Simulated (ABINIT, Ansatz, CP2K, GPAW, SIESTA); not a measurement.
## CsH (Pm-3m, 2 atoms in the cell) computed with different codes at matched settings

Band-structure calculation.

```
CELL_PARAMETERS angstrom
      3.81459     0.00000     0.00000
      0.00000     3.81459     0.00000
      0.00000     0.00000     3.81459
ATOMIC_POSITIONS crystal
  Cs 0.00000 0.00000 0.00000
  H  0.50000 0.50000 0.50000
```

Shared settings, as Ansatz (a quantum-chemistry and plane-wave program) writes them: kpoints.mp_grid.grid = 7 7 7; scf.occupations.method = fixed. Potentials and cutoffs stand in the table.

```json
[
 {"code": "Ansatz", "model": "LDA (PW92), default PAW files made with PBE", "gap along the path (eV)": "2.31", "smallest direct gap (eV)": "2.49", "cutoff": "420 eV"},
 {"code": "CP2K", "model": "LDA (Pade form), GPW, DZVP-MOLOPT-SR-GTH basis, GTH-PADE potentials (GTH_POTENTIALS)", "gap along the path (eV)": "0.09", "smallest direct gap (eV)": "1.38", "cutoff": "grid 500 Ry"},
 {"code": "SIESTA", "model": "LDA PW92, numerical atomic orbitals TZP, PseudoDojo LDA standard norm-conserving potentials (rewritten from UPF to PSML)", "gap along the path (eV)": "2.46", "smallest direct gap (eV)": "2.83", "cutoff": "grid 350 Ry"},
 {"code": "GPAW", "model": "LDA (Perdew-Wang 92), GPAW PAW datasets LDA (gpaw-data 1.0.1)", "gap along the path (eV)": "2.28", "smallest direct gap (eV)": "2.46", "cutoff": "850 eV"},
 {"code": "ABINIT", "model": "LDA (PW92), PAW (JTH v2.0 LDA PAW)", "gap along the path (eV)": "2.27", "smallest direct gap (eV)": "2.45", "cutoff": "816 eV"}
]
```

The spread over the programs that give each value: gap along the path within 2.37 eV; smallest direct gap within 1.45 eV.

CP2K and SIESTA use small atom-centred bases, whose incompleteness enters pressures, forces and empty levels differently from a plane-wave cutoff.

In the gap along the path, CP2K and SIESTA stand apart from the plane-wave programs.

The starting cell comes from a database of computed structures (which also holds hypothetical and non-ambient phases and stackings), without a prior relaxation at this level. Its lattice was rescaled by a random factor within 2.5 % of one.

Left out of this page: Quantum ESPRESSO, Elk and FLEUR (not drawn, or without a comparable value).

Keys are those of Ansatz 0.2.
